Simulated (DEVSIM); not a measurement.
System: abrupt Ge p-n junction, at 400 K.

```
layer (left to right)  material  thickness (μm)  Nd (cm⁻³)  Na (cm⁻³)  τn (s)  τp (s)
---------------------  --------  --------------  ---------  ---------  ------  ------
1                            Ge          0.0280          -     1.3e17  0.0003  0.0003
2                            Ge             100     1.9e17          -  0.0003  0.0003
```

Left contact: ohmic. Right contact: ohmic. Voltage is applied to the left contact. Recombination: SRH at mid-gap, Auger. Mobility is constant in doping.

The device is made up for the run: typed textbook-type constants, with dimensions and the other settings drawn at random. Values at 300 K; Nc and Nv go as T^1.5, mobilities as T to minus their exponent, the gap by Varshni's rule with the affinity fixed.

```csv
parameter,Ge
gap (eV),0.664
affinity (eV),4
permittivity,16
Nc (cm⁻³),1.04e19
Nv (cm⁻³),6e18
μn (cm²/Vs),3900
μp (cm²/Vs),1900
T exponent of μn,1.66
T exponent of μp,2.33
Cn (cm⁶/s),1e-31
Cp (cm⁶/s),1e-31
Varshni α (eV/K),0.000477
Varshni β (K),235
```

DEVSIM, 1D drift-diffusion, Boltzmann statistics, complete ionisation; no tunnelling, impact ionisation, image-force lowering or self-heating.

Question: Tabulate band edges, carrier densities and field at zero bias.

Answer: Energies count from the Fermi level of the right contact; mesh points crowd at the junctions.

```json
[
 {"x (μm)": "0.000", "Ec (eV)": "0.477", "Ev (eV)": "-0.147", "n (cm⁻³)": "1.6e13", "p (cm⁻³)": "1.3e17", "field (V/cm)": "-45000"},
 {"x (μm)": "0.01377", "Ec (eV)": "0.410", "Ev (eV)": "-0.214", "n (cm⁻³)": "1.1e14", "p (cm⁻³)": "1.9e16", "field (V/cm)": "-56000"},
 {"x (μm)": "0.02659", "Ec (eV)": "0.327", "Ev (eV)": "-0.297", "n (cm⁻³)": "1.2e15", "p (cm⁻³)": "1.7e15", "field (V/cm)": "-73000"},
 {"x (μm)": "0.05011", "Ec (eV)": "0.202", "Ev (eV)": "-0.422", "n (cm⁻³)": "4.6e16", "p (cm⁻³)": "4.4e13", "field (V/cm)": "-31000"},
 {"x (μm)": "0.1268", "Ec (eV)": "0.153", "Ev (eV)": "-0.471", "n (cm⁻³)": "1.9e17", "p (cm⁻³)": "1.1e13", "field (V/cm)": "-120"},
 {"x (μm)": "0.2600", "Ec (eV)": "0.153", "Ev (eV)": "-0.471", "n (cm⁻³)": "1.9e17", "p (cm⁻³)": "1.1e13", "field (V/cm)": "≈ 0"},
 {"x (μm)": "0.5375", "Ec (eV)": "0.153", "Ev (eV)": "-0.471", "n (cm⁻³)": "1.9e17", "p (cm⁻³)": "1.1e13", "field (V/cm)": "≈ 0"},
 {"x (μm)": "1.425", "Ec (eV)": "0.153", "Ev (eV)": "-0.471", "n (cm⁻³)": "1.9e17", "p (cm⁻³)": "1.1e13", "field (V/cm)": "≈ 0"},
 {"x (μm)": "2.965", "Ec (eV)": "0.153", "Ev (eV)": "-0.471", "n (cm⁻³)": "1.9e17", "p (cm⁻³)": "1.1e13", "field (V/cm)": "≈ 0"},
 {"x (μm)": "6.175", "Ec (eV)": "0.153", "Ev (eV)": "-0.471", "n (cm⁻³)": "1.9e17", "p (cm⁻³)": "1.1e13", "field (V/cm)": "≈ 0"},
 {"x (μm)": "12.87", "Ec (eV)": "0.153", "Ev (eV)": "-0.471", "n (cm⁻³)": "1.9e17", "p (cm⁻³)": "1.1e13", "field (V/cm)": "≈ 0"},
 {"x (μm)": "34.25", "Ec (eV)": "0.153", "Ev (eV)": "-0.471", "n (cm⁻³)": "1.9e17", "p (cm⁻³)": "1.1e13", "field (V/cm)": "≈ 0"},
 {"x (μm)": "63.96", "Ec (eV)": "0.153", "Ev (eV)": "-0.471", "n (cm⁻³)": "1.9e17", "p (cm⁻³)": "1.1e13", "field (V/cm)": "≈ 0"},
 {"x (μm)": "82.74", "Ec (eV)": "0.153", "Ev (eV)": "-0.471", "n (cm⁻³)": "1.9e17", "p (cm⁻³)": "1.1e13", "field (V/cm)": "≈ 0"},
 {"x (μm)": "93.55", "Ec (eV)": "0.153", "Ev (eV)": "-0.471", "n (cm⁻³)": "1.9e17", "p (cm⁻³)": "1.1e13", "field (V/cm)": "≈ 0"},
 {"x (μm)": "96.93", "Ec (eV)": "0.153", "Ev (eV)": "-0.471", "n (cm⁻³)": "1.9e17", "p (cm⁻³)": "1.1e13", "field (V/cm)": "≈ 0"},
 {"x (μm)": "98.56", "Ec (eV)": "0.153", "Ev (eV)": "-0.471", "n (cm⁻³)": "1.9e17", "p (cm⁻³)": "1.1e13", "field (V/cm)": "≈ 0"},
 {"x (μm)": "99.33", "Ec (eV)": "0.153", "Ev (eV)": "-0.471", "n (cm⁻³)": "1.9e17", "p (cm⁻³)": "1.1e13", "field (V/cm)": "≈ 0"},
 {"x (μm)": "99.78", "Ec (eV)": "0.153", "Ev (eV)": "-0.471", "n (cm⁻³)": "1.9e17", "p (cm⁻³)": "1.1e13", "field (V/cm)": "≈ 0"},
 {"x (μm)": "99.92", "Ec (eV)": "0.153", "Ev (eV)": "-0.471", "n (cm⁻³)": "1.9e17", "p (cm⁻³)": "1.1e13", "field (V/cm)": "≈ 0"},
 {"x (μm)": "99.99", "Ec (eV)": "0.153", "Ev (eV)": "-0.471", "n (cm⁻³)": "1.9e17", "p (cm⁻³)": "1.1e13", "field (V/cm)": "≈ 0"},
 {"x (μm)": "100.0", "Ec (eV)": "0.153", "Ev (eV)": "-0.471", "n (cm⁻³)": "1.9e17", "p (cm⁻³)": "1.1e13", "field (V/cm)": "≈ 0"}
]
```
